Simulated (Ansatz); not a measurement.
Band structure of Li (R-3m, 3 atoms in the cell).

```xyz
3
Lattice="1.5090 0.8712 7.3096 -1.5090 0.8712 7.3096 0.0000 -1.7425 7.3096" Properties=species:S:1:pos:R:3 pbc="T T T"
Li     0.0000     0.0000    17.0393
Li     0.0000     0.0000     4.8895
Li     0.0000     0.0000     0.0000
```

Method: LDA (PW92), PAW files made with PBE (plane waves; Ansatz, a first-principles code).

Settings: kpoints.mp_grid.grid = 10 10 10; hamiltonian.xc = lda; hamiltonian.pseudopotentials = {kind: paw} (the program's default PAW files); scf.occupations.method = gaussian; scf.occupations.width = 0.2 eV; kpoints.band_path.path = [[0.0, 0.0, 0.0], [0.5, 0.0, 0.0], [0.5, 0.17613746, -0.17613746]]; kpoints.band_path.npoints = 8.

The starting cell comes from a database of computed structures (which also holds hypothetical and non-ambient phases and stackings), without a prior relaxation at this level. Its lattice was rescaled by a random factor within 2.5 % of one.

Levels in eV from the Fermi level, bands 1 to 8:
```tsv
point	1	2	3	4	5	6	7	8
Γ	-45.49	-45.47	-45.45	-3.53	-1.54	-1.54	6.03	6.14
L	-45.47	-45.46	-45.44	-0.07	0.87	1.08	3.94	4.07
B1	-45.46	-45.46	-45.44	1.53	1.84	2.21	2.40	3.30
```

Bands cross the Fermi level along this path, so the cell is metallic at this level.

Keys are those of Ansatz 0.2.
